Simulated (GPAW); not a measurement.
**GPAW run on Ca₃Mg (I4/mmm, 4 atoms in the cell): self-consistent single point**

Level of theory: LDA (Perdew-Wang 92), GPAW PAW datasets LDA (gpaw-data 1.0.1) (plane waves; GPAW).

Input:

```python
from ase import Atoms
from ase.units import GPa
from gpaw import GPAW, PW, FermiDirac

atoms = Atoms(['Ca', 'Ca', 'Ca', 'Mg'],
              cell=[[-2.699497, 2.699497, 5.411824],
                    [2.699497, -2.699497, 5.411824],
                    [2.699497, 2.699497, -5.411824]],
              scaled_positions=[[0.500000, 0.500000, 0.000000],
                                [0.250000, 0.750000, 0.500000],
                                [0.750000, 0.250000, 0.500000],
                                [0.000000, 0.000000, 0.000000]],
              pbc=True)

calc = GPAW(mode=PW(850),
            xc='LDA',
            kpts=(7, 7, 7),
            occupations=FermiDirac(0.05),
            nbands=-10,
            convergence={'forces': 0.001},
            symmetry={'symmorphic': False, 'tolerance': 0.0005},
            maxiter=150,
            txt='-')

atoms.calc = calc

energy = atoms.get_potential_energy()
print('Energy (eV):', round(energy, 6))
forces = atoms.get_forces()
print('Forces (eV/Ang):')
print(forces.round(5))
stress = atoms.get_stress()
print('Stress (GPa, Voigt):', (stress / GPa).round(4))
```

Output (repeated stretches shortened):

```
Input parameters:
  convergence: {forces: 0.001}
  kpts: [7 7 7]
  maxiter: 150
  mode: {ecut: 850.0,
         name: pw}
  nbands: -10
  occupations: {fixmagmom: False,
                name: fermi-dirac,
                width: 0.05}
  symmetry: {symmorphic: False,
             tolerance: 0.0005}

species:
  Ca:
    name: Calcium
    Z: 20.0
    valence: 10
    core: 10
    charge: 0.0
    file: Ca.LDA.gz

    # Using partial waves for Ca as LCAO basis

  Mg:
    name: Magnesium
    Z: 12.0
    valence: 10
    core: 2
    charge: 0.0
    file: Mg.LDA.gz

    # Using partial waves for Mg as LCAO basis

Reference energy: -60826.468580  # eV

Spin-paired calculation

Convergence criteria:
 Maximum [total energy] change in last 3 cyles: 0.0005 eV / valence electron
 Maximum integral of absolute [dens]ity change: 0.0001 electrons / valence electron
 Maximum integral of absolute [eigenst]ate change: 4e-08 eV^2 / valence electron
 Maximum change in the atomic [forces] across last 2 cycles: 0.001 eV/Ang OR
Maximum error relative to the maximum force is below inf
 Maximum number of scf [iter]ations: 150

Symmetries present (total): 16
Symmetries with fractional translations: 0
343 k-points: 7 x 7 x 7 Monkhorst-Pack grid
40 k-points in the irreducible part of the Brillouin zone
       k-points in crystal coordinates                weights
   0:     0.00000000    0.00000000    0.00000000          1/343
   1:     0.14285714   -0.14285714    0.00000000          4/343
   2:     0.14285714   -0.14285714    0.14285714          4/343
   [... 7 lines left out ...]
          ...
  39:     0.42857143    0.42857143    0.42857143          8/343

Wave functions: Plane wave expansion
  Cutoff energy: 850.000 eV
  Number of coefficients (min, max): 8846, 8906
  Pulay-stress correction: 0.000000 eV/Ang^3 (de/decut=0.000000)

Occupation numbers: Fermi-Dirac:
  width: 0.0500  # eV

Eigensolver

Densities:
  Coarse grid: 45*45*45 grid
  Fine grid: 90*90*90 grid
  Total Charge: 0.000000

Density mixing:
  Method: separate
  Backend: pulay
  Linear mixing parameter: 0.05
  old densities: 5
  Damping of long wavelength oscillations: 50

Hamiltonian:
  XC and Coulomb potentials evaluated on a 90*90*90 grid
  External potential:
    NoExternalPotential

Number of atoms: 4
Number of atomic orbitals: 23
Number of bands in calculation: 30
Number of valence electrons: 40
Bands to converge: occupied

Density initialized from atomic densities
  23 bands from LCAO basis set
  7 bands from random numbers

Atomic positions and initial magnetic moments

Positions:
   0 Ca     0.000000    0.000000    5.411824    ( 0.0000,  0.0000,  0.0000)
   1 Ca     2.699497    0.000000    2.705912    ( 0.0000,  0.0000,  0.0000)
   2 Ca     0.000000    2.699497    2.705912    ( 0.0000,  0.0000,  0.0000)
   3 Mg     0.000000    0.000000    0.000000    ( 0.0000,  0.0000,  0.0000)

Unit cell:
           periodic     x           y           z      points  spacing
  1. axis:    yes   -2.699497    2.699497    5.411824    45     0.1074
  2. axis:    yes    2.699497   -2.699497    5.411824    45     0.1074
  3. axis:    yes    2.699497    2.699497   -5.411824    45     0.0848

  Lengths:   6.622870   6.622870   6.622870
  Angles:  131.891393 131.891393  70.400613

Effective grid spacing dv^(1/3) = 0.1201

     iter     time        total  log10-change:
                         energy   eigst   dens  force
iter:   1 --:--:--    -8.265815
iter:   2 --:--:--    -8.641362   -0.66  -1.56
iter:   3 --:--:--    -8.678821   -1.32  -1.61
iter:   4 --:--:--    -8.687009   -1.83  -1.65
iter:   5 --:--:--    -8.698461c  -2.43  -2.25
iter:   6 --:--:--    -8.682341c  -3.02  -2.35
iter:   7 --:--:--    -8.682250c  -3.76  -2.78
iter:   8 --:--:--    -8.682149c  -4.03  -2.87
iter:   9 --:--:--    -8.681661c  -4.43  -3.00
iter:  10 --:--:--    -8.681650c  -5.09  -3.33
iter:  11 --:--:--    -8.681592c  -5.26  -3.37
iter:  12 --:--:--    -8.681598c  -5.96  -3.69
iter:  13 --:--:--    -8.681604c  -6.46  -3.77
iter:  14 --:--:--    -8.681602c  -6.67  -4.16c
iter:  15 --:--:--    -8.681602c  -7.20  -4.63c
iter:  16 --:--:--    -8.681602c  -7.71c -4.65c
iter:  17 --:--:--    -8.681603c  -8.02c -4.75c -18.14c

Converged after 17 iterations.

Dipole moment: (0.000000, -0.000000, -0.000000) |e|*Ang

Energy contributions relative to reference atoms: (reference = -60826.468580)

Kinetic:         -9.351331
Potential:      +15.507166
External:        +0.000000
XC:             -13.240695
Entropy (-ST):   -0.038283
Local:           -1.577601
SIC:             +0.000000
--------------------------
Free energy:     -8.700744
Extrapolated:    -8.681603

Showing only first 2 kpts
 Kpt  Band  Eigenvalues  Occupancy
  0    18      2.78614    1.28055
  0    19      3.19839    0.00093
  0    20      3.19839    0.00093
  0    21      3.61761    0.00000

  1    18      2.70580    1.79748
  1    19      2.78452    1.29537
  1    20      2.90504    0.28334
  1    21      3.47487    0.00000

Fermi level: 2.81496

No gap
No difference between direct/indirect transitions
Energy (eV): -8.681603

Forces in eV/Ang:
  0 Ca    0.00000    0.00000    0.00000
  1 Ca   -0.00000   -0.00000    0.00000
  2 Ca    0.00000    0.00000    0.00000
  3 Mg    0.00000   -0.00000    0.00000

Stress tensor:
     0.017220     0.000000     0.000000
     0.000000     0.017220     0.000000
     0.000000     0.000000     0.017187
Stress (GPa, Voigt): [2.7589 2.7589 2.7537 0.     0.     0.    ]
```

The run converged in 17 iterations. GPAW prints stress with tension positive.

The starting cell comes from a database of computed structures (which also holds hypothetical and non-ambient phases and stackings), without a prior relaxation at this level. Its lattice was rescaled by a random factor within 2.5 % of one.

Cost on one core of a shared machine: roughly 4 min.
